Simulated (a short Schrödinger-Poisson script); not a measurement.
Structure: gated Al0.33Ga0.67N/GaN polarisation-induced gas, at 77 K.

| layer | material | thickness (nm) | Na (cm⁻³) |
|---|---|---|---|
| 1 | Al0.33Ga0.67N | 15 | - |
| 2 | GaN | 6000 | 8e14 |

Constants are typed, rounded textbook-type inputs, not results; the design itself was drawn at random and stands for no fabricated device. Al0.33Ga0.67N: permittivity 9.3, conduction-band edge (eV) 0.462, gap (eV) 4.09, electron mass (mₑ) 0.24, Nv at 300 K (cm⁻³) 4.6e19. GaN: permittivity 9.5, conduction-band edge (eV) 0, gap (eV) 3.43, Nv at 300 K (cm⁻³) 4.6e19.

Channel valleys (confinement mass, in-plane density-of-states mass, number): Γ 0.2, 0.2, 1. At the gate the conduction-band edge of layer 1 lies 1.27 eV − eVg above the Fermi level of the channel; the field vanishes at the back. Sheet of polarisation charge: +1.6e13 e/cm² at 15 nm from the gate. The barrier under the gate holds no holes. Gaps are held at their typed values at every temperature. Mesh 0.08 nm at interfaces.

Solved with a short Schrödinger-Poisson script written for these runs: 1D Poisson equation in equilibrium, electrons quantum, Hartree (BenDaniel-Duke, 40 states a valley, the channel's in-plane mass for all, wave functions free to enter the barrier), parabolic valleys, classical holes, full ionisation, no traps, pinning or gate leakage.

**Question.** List the lowest subbands of each valley and their electrons at Vg = 0.5 V.

**Answer.** 
```
valley  subband  energy from the Fermi level (meV)  electrons (cm⁻²)  share (%)
------  -------  ---------------------------------  ----------------  ---------
Γ             0                             -143.5           1.20e13       89.8
Γ             1                              -15.3           1.33e12       10.0
Γ             2                               18.7           3.20e10        0.2
```

All electrons: 1.34e13 cm⁻².
